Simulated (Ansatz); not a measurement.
**What C → Be does to TaC**

Start from TaC in the rock salt structure (space group Fm-3m, No. 225; a = 4.476 Å).

Now apply this change: Be takes the place of C on all its sites; the structure is relaxed again.

The values are results of Ansatz (a first-principles code) PBE, spin-orbit coupling left out, not measurements. Γ-centred 17×17×17 mesh, Fermi–Dirac width 0.05 eV, for the changed cell.

The volume per atom goes up by 2.64 Å³, from 11.21 Å³ to 13.85 Å³ and the density shrinks by 2.905 g/cm³, from 14.29 g/cm³ to 11.39 g/cm³. The lattice parameter a grows by 32.7 pm, from 447.6 pm to 480.3 pm and the shortest interatomic distance increases by 16.35 pm to 240.1 pm. The band gap is still zero.

Stability against distortions was not tested. As relaxed here, TaBe is a hypothetical phase, not in the database extracts checked. All final runs are without spin polarisation. An odd electron count without spin: TaBe and TaC.
